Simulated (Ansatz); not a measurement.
Consider this model of amorphous Ti20O43Ga2.

```xyz
65
Lattice="9.3630 0.0143 0.1320 0.0143 9.3163 0.0528 0.1320 0.0528 9.6538" Properties=species:S:1:pos:R:3 pbc="T T T"
Ti     8.0750     7.0170     6.0839
Ti     3.4677     7.9375     2.9354
Ti     2.1934     2.7211     4.8100
Ti     5.3820     4.7052     0.2263
Ti     1.3100     8.6480     5.4435
Ti     8.3411     1.5707     6.0544
Ti     6.8781     4.0089     6.9049
Ti     2.1386     5.8888     0.6717
Ti     2.9027     9.0925     8.8862
Ti     5.4291     2.0215     4.4921
Ti     6.3611     7.8175     0.7034
Ti     0.6022     3.2254     8.1761
Ti     8.7780     5.8347     9.2156
Ti     1.6759     1.5036     1.4931
Ti     4.4977     5.2122     4.7049
Ti     4.9494     7.2883     7.3584
Ti     5.1569     1.1550     1.1062
Ti     9.3983     9.1534     8.4647
Ti     8.1482     5.8800     2.6181
Ti     8.2961     0.0989     3.0346
O      1.0130     0.0691     0.0403
O      5.6331     4.0384     8.2849
O      0.8219     1.4448     5.2891
O      6.3540     7.6562     6.3112
O      1.7068     9.0678     7.3785
O      1.8298     3.5669     6.7802
O      7.9932     5.6875     7.4248
O      0.8348     6.8504     5.9786
O      4.7393     6.5935     3.6727
O      1.1183     5.3854     8.4731
O      7.4616     1.0618     4.3600
O      7.5029     7.9372     2.2588
O      8.4095     3.9158     9.3708
O      3.7615     6.1122     6.5026
O      8.3700     7.6928     9.1296
O      3.7029     1.8358     5.1714
O      0.2624     8.6502     3.8238
O      5.2587     1.0234     2.9165
O      6.0737     5.0308     5.7463
O      8.8851     1.5662     8.0964
O      3.4877     1.2074     0.2711
O      8.1170     6.3700     4.4051
O      5.6002     6.6838     9.0018
O      4.7816     8.2762     1.4834
O      6.9033     5.7691     1.0808
O      1.9337     2.5723     2.9386
O      5.9874     2.9379     1.0590
O      8.6502     3.3595     6.4759
O      8.6590     8.8896     6.5510
O      2.6614     4.6104     4.6917
O      2.4225     0.0286     2.2410
O      2.4293     6.6176     2.3007
O      2.8491     7.3109     9.3130
O      3.6274     4.7748     0.6231
O      8.1092     4.1214     2.8044
O      5.1867     3.6339     3.8306
O      1.4913     2.7699     9.6143
O      4.3393     8.9387     7.7477
O      0.2012     5.9137     1.1935
O      8.9121     1.4815     1.8820
O      6.4387     2.2688     6.2004
O      2.8887     8.3764     4.7161
O      6.5219     0.3038     0.2086
Ga     7.8708     2.9841     1.3741
Ga     1.9911     5.4328     6.4233
```

All values below come from PBE, scalar-relativistic without spin-orbit coupling (plane waves to 420 eV, PAW; Ansatz, a program for electronic structure).

Preparation: random packing, a CHGNet melt and quench, and a DFT relaxation. O atoms were pushed apart under 1.9 Å during the dynamics, to hinder bonds among them. The hot cell started wider than the set density and was brought back towards it in steps. It is the lowest in DFT energy of 2 quenches. It is a model cell: composition and starting density were chosen by hand, and all elements were melted together. No dispersion term was used. Its density started from a set value of 3.72 and ended at 3.52 g/cm³. The quench (nominally 360 K/ps over its main leg) was far faster than any real one, so the model tends to hold more defects than a real film. Values belong to this one cell and scatter from quench to quench. Volume and shape were free in the relaxation.

Bonds are counted up to Ti-Ti 3.12 Å, Ti-O 2.44 Å, Ti-Ga 2.90 Å, O-O 1.58 Å, O-Ga 2.26 Å, Ga-Ga 2.68 Å. Two cations that share two anions don't count as bonded, nor two that share one unless they lie closer than Ti-Ti 3.04 Å, Ti-Ga 2.82 Å, Ga-Ga 2.61 Å.

### Question
Give the coordination numbers, mean bond lengths and angles.

### Answer

```json
{
 "Mean coordination of Ti by anions": "5.20 (2 with 4, 12 with 5, 6 with 6)",
 "Mean coordination of O": "2.63 (19 with 2, 21 with 3, 3 with 4)",
 "Mean coordination of Ga by anions": "4.50 (1 with 4, 1 with 5)",
 "Mean Ti-O bond": "1.952 Å (spread 0.142 Å, 104 counted)",
 "Mean O-Ga bond": "1.946 Å (spread 0.110 Å, 9 counted)",
 "Bond angle at Ti": "mean 105.4°, spread 26.5°",
 "Bond angle at O": "mean 119.4°, spread 18.6°",
 "Bond angle at Ga": "mean 107.2°, spread 20.2°"
}
```

### Question
List the pairs of like atoms that count as bonded by the rules above.

### Answer
There are none by these rules.
